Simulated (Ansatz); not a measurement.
Defect: interstitial As in zinc-blende BAs, charge state -1. The step: a concerted move, in which As travels most (a rearrangement that moves the defect's centre by under 1 Å); the atom moves 0.89 Å along (0.13, -0.13, 0.00) of the unit cell; the moving atom starts with neighbours As at 2.20; B at 1.97, B at 2.02 Å and ends with As at 2.20; B at 1.97, B at 2.02 Å. DFT values are from Ansatz (plane-wave PAW, 420 eV unless said) in a cell of 64 host sites, spin-restricted, static, with no finite-size correction. The charge state is imposed; whether it is stable for some Fermi level was not computed. Sites that were not tried may lie lower. For the PBE band: the saddle point's order was not checked, and it lies on a symmetry element of the cell, where a band can be held.

```tsv
Level	Forward barrier (eV)	Cost of the band or of the saddle's single point
PBE, one k-point at (0.250, 0.250, 0.250), band relaxed	0.82	around 19 core-minutes (rough)
PBE, a 2×2×2 k-point mesh shifted by half a step, same geometries	0.81	very roughly 120 core-seconds
r2SCAN at 500 eV, one k-point at (0.250, 0.250, 0.250), same geometries	[?]	about 70 core-seconds (a rough figure)
```

Q: What belongs in the gaps?

A: 
- r2SCAN at 500 eV, one k-point at (0.250, 0.250, 0.250), same geometries, Forward barrier (eV): 0.97

Ansatz is a program for electronic structure.
